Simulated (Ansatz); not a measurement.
## CdSe (model structure, started from the BN type, Pm-3n, No. 223, 12 atoms in the cell): equilibrium lattice constant a by level of theory

No measured value is used here.

| level (code) | value (Å) |
|---|---|
| LDA (Ansatz) | (withheld) |
| PBE (Ansatz) | 7.617 |
| PBEsol (Ansatz) | 7.485 |
| PBE-D3(BJ) (Ansatz) | (withheld) |
| r²SCAN (Ansatz) | 7.547 |
| r²SCAN+rVV10 (Ansatz) | 7.513 |

Problem. What belongs in the gaps?

Solution. 
- LDA (Ansatz, a quantum-chemistry and plane-wave program), value (Å): 7.395
- PBE-D3(BJ) (Ansatz), value (Å): 7.539

Cutoffs differ between the levels. Ansatz's density-functional and Hartree–Fock values are scalar-relativistic unless marked +SOC, with PAW data made under PBE.

A model structure was made by putting elements into a prototype or built by hand; it is no filed structure, need not be a known phase, and can be a saddle point held by its symmetry.
